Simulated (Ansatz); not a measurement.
Consider the following.

```xyz
12
Lattice="-3.1874 3.1874 2.8891 3.1874 -3.1874 2.8891 3.1874 3.1874 -2.8891" Properties=species:S:1:pos:R:3 pbc="T T T"
O      3.1874     1.9910    -1.0464
O      3.1874     1.1964     2.4909
O      3.1874    -1.1964     2.4909
O      0.0000     1.1964     1.8427
O      1.1964     0.0000     3.9354
O      4.3838     0.0000     0.3982
O      1.9910     0.0000     0.3982
O      1.9910     3.1874     1.0464
Si     0.0000     0.0000     2.8891
Si     3.1874     0.0000     1.4445
Hf     0.0000     3.1874     1.4445
Hf     0.0000     0.0000     0.0000
```

No spin polarisation.

Level of theory: PBEsol (Ansatz, a program for electronic structure, PAW, spin-orbit coupling left out). Settings: 6×6×6 k-points, 0.05 eV Fermi–Dirac smearing.

**Question.** Predict the pressure and space group.

**Answer.** The pressure (mean of the normal stresses, compression positive) comes out as 27.45 GPa and the space group comes out as I4_1/amd (No. 141).

The cells carry an imposed strain or load. Whether these cells are dynamically stable was not tested. The cell was made from HfSiO4 (space group I4_1/amd, No. 141) by this change: isotropic strain −3.15 %.
